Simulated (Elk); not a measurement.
Elk run on TiNb (Cmmm, 2 atoms in the cell): self-consistent single point.

Method of the run: PBEsol, spin-orbit coupling in second variation, all-electron FP-LAPW, Elk's shipped species files, APW+lo basis with extra local orbitals (Elk).

```yaml
crystal:
  lattice:
    - [1.64101, -2.31805, 0.00000]
    - [1.64101, 2.31805, 0.00000]
    - [0.00000, 0.00000, 4.64595]
  atoms:
    - { symbol: Ti, position: [0.50000, 0.50000, 0.50000] }
    - { symbol: Nb, position: [0.00000, 0.00000, 0.00000] }
```

Reference input (self-consistent single point, DFT, PBEsol, all-electron FP-LAPW, Elk's shipped species files, APW+lo basis with extra local orbitals): xctype = 22; rgkmax = 8; stype = 0; swidth = 0.00999582 Ha; ngridk = 12 12 7; gmaxvr = 16 1/bohr; nxlo = 2; lorbcnd = true; rmtscf = 0.97; lmaxi = 2. This run's input differs from it in these lines:

```diff
@@ -5,2 +5,5 @@
   22
+
+spinorb
+  .true.
 
@@ -23,2 +26,5 @@
   2
+
+nempty
+  10
```

Log, with long lists cut:

```
│ Self-consistent loop started │
│ Loop number : 1 │
 total energy                :     -4664.99608393
 total moment                :  -0.3626316868E-22  0.1999346159E-21 -0.2293791819E-27
│ Loop number : 2 │
 total energy                :     -4665.49946424
 total moment                :   0.2275341318E-22 -0.2474419109E-21  0.4278249427E-24
RMS change in Kohn-Sham potential (target) :   0.2311719230     (  0.1000000000E-05)
Absolute change in total energy (target)   :   0.5033803058     (  0.1000000000E-03)
│ Loop number : 3 │
 total energy                :     -4665.75358151
   [... lines left out ...]
 total energy                :     -4671.31724623
 total moment                :   0.3755740593E-21  0.4442039737E-22  0.1782436154E-21
RMS change in Kohn-Sham potential (target) :   0.8396109618E-06 (  0.1000000000E-05)
Absolute change in total energy (target)   :   0.1401664604E-03 (  0.1000000000E-03)
│ Loop number : 17 │
 total energy                :     -4671.31724783
 total moment                :   0.4660679626E-21 -0.2183245995E-22  0.2745238012E-21
RMS change in Kohn-Sham potential (target) :   0.1489546745E-06 (  0.1000000000E-05)
Absolute change in total energy (target)   :   0.3664555516E-04 (  0.1000000000E-03)
Convergence targets achieved

│ Loop number : 18 │

Energies :
 Fermi                       :     0.362075017153
 xc effective B-field        :    -0.970000173174E-08
 external B-field            :      0.00000000000
 total energy                :     -4671.31724304
 (external B-field energy excluded from total)

Density of states at Fermi energy :    93.82384523
 (states/Hartree/unit cell)

Estimated indirect band gap :   0.4665965099E-04
 from k-point    137 to k-point     54
Estimated direct band gap   :   0.5984363800E-02
 at k-point     95

Charges :
 core                        :    38.00000000
 valence                     :    25.00000000
 interstitial                :    3.671507532
 muffin-tins (core leakage)
  species :    1 (Ti)
   atom    1                 :    20.22692245     (  0.1260426430E-08)
  species :    2 (Nb)
   [... lines left out ...]
 muffin-tins
  species :    1 (Ti)
   atom    1                 :   0.6760507883E-22 -0.1183241889E-22   0.000000000
  species :    2 (Nb)
   atom    1                 :   0.6594960420E-22  0.2452230614E-21   0.000000000
 total in muffin-tins        :   0.1335546830E-21  0.2333906426E-21   0.000000000
 total moment                :   0.3413863077E-22  0.1675559446E-21  0.1274191307E-21

│ Self-consistent loop stopped │
```

The run converged in 18 iterations. The count includes the last loop, which Elk runs after its targets are met. 

The starting cell comes from a database of computed structures (which also holds hypothetical and non-ambient phases and stackings), without a prior relaxation at this level. Values depend on the basis (sphere radii, cutoffs, local orbitals), which need not be converged. The log's line on a gap gives a spacing of levels on this mesh, which the program prints for metals too.

Cost on one core of a shared machine: roughly 70 s.
